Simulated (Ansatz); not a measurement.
## Sn, pressure series

The reference is Sn (space group I4/mmm, No. 139; a = 3.281 Å, c = 4.920 Å).

Cell and atoms are relaxed at each pressure.

All numbers come from Ansatz (a program for electronic structure), PBEsol, PAW, cutoff 420 eV, no spin-orbit coupling.

Notes on the quantities. enthalpy: H = E + PV relative to the base's energy.

```tsv
change	shortest interatomic distance	enthalpy
base	3.281 Å	–
pressure −2 GPa	3.333 Å	-0.34 eV/atom
pressure −1 GPa	3.305 Å	-0.17 eV/atom
pressure 0.3 GPa	3.275 Å	+0.05 eV/atom
pressure 0.7 GPa	3.267 Å	+0.11 eV/atom
pressure 1.5 GPa	3.252 Å	+0.24 eV/atom
pressure 3 GPa	3.224 Å	+0.48 eV/atom
pressure 5 GPa	3.194 Å	+0.79 eV/atom
pressure 7.5 GPa	[?]	+1.17 eV/atom
pressure 10 GPa	3.128 Å	+1.54 eV/atom
```

Question: Fill in the withheld entries from the trend.

Answer: 
- pressure 7.5 GPa, shortest interatomic distance: 3.158 Å

Load acts through the strain it causes; cell and atoms are relaxed under it. Whether these cells are dynamically stable was not tested. No other phases were tried under pressure. This is not the structure that Sn has at room temperature and ambient pressure.
